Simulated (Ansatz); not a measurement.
Take InSb in the zinc blende structure (space group F-43m, No. 216; a = 6.5189 Å) as the base. Axes: x, y, z lie along the cube axes.

Calculations: DFT with PBEsol, PAW potentials and a 420 eV plane-wave cutoff in Ansatz (a program for electronic structure), no spin-orbit coupling.

Base values:

| Item | Result |
|---|---|
| Shortest interatomic distance | 5.334 bohr |
| Pressure | 0.0 GPa |
| Band gap | zero |

The change: biaxial strain −0.42 %, plane normal [111], relaxed out of plane (Cartesian); in-plane vectors clamped, the third vector and the atoms free.

Task: How does this affect the shortest interatomic distance?

Result: The shortest interatomic distance shrinks by 0.013 bohr to 5.321 bohr.

Task: Predict the new pressure.

Result: The pressure (mean of the normal stresses, compression positive) goes from zero to 0.3 GPa.

Task: Predict the new energy relative to the base.

Result: The energy rises by 0.3 meV/atom.

Task: What does the calculation give for the band gap after the change?

Result: The band gap stays zero.

Spin-orbit coupling, missing from the scalar runs, can matter with Sb. Stability against distortions was not tested. All final runs are without spin polarisation. A zero or small gap of InSb can be the functional's error rather than a property of the material.
